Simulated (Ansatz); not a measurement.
Take TaN in the rock salt structure (space group Fm-3m, No. 225) as the base.

```yaml
crystal:
  lattice:
    - [0.00000, 2.19815, 2.19815]
    - [2.19815, 0.00000, 2.19815]
    - [2.19815, 2.19815, 0.00000]
  atoms:
    - { symbol: N, position: [0.00000, 0.00000, 0.00000] }
    - { symbol: Ta, position: [0.50000, 0.50000, 0.50000] }
```

Computed with Ansatz (a quantum-chemistry and plane-wave program) r2SCAN, without spin-orbit coupling.

Base values:

The lattice parameter a is 4.396 Å.

The change: a hydrostatic pressure of 10 GPa.

Q: What happens to the lattice parameter a?

A: The lattice parameter a shrinks by 0.039 Å, from 4.396 Å to 4.357 Å.

Load acts through the strain it causes; cell and atoms are relaxed under it. No phonon test of stability was made. No other phases were tried under pressure. All final runs are without spin polarisation. This is not the structure that TaN has at room temperature and ambient pressure.
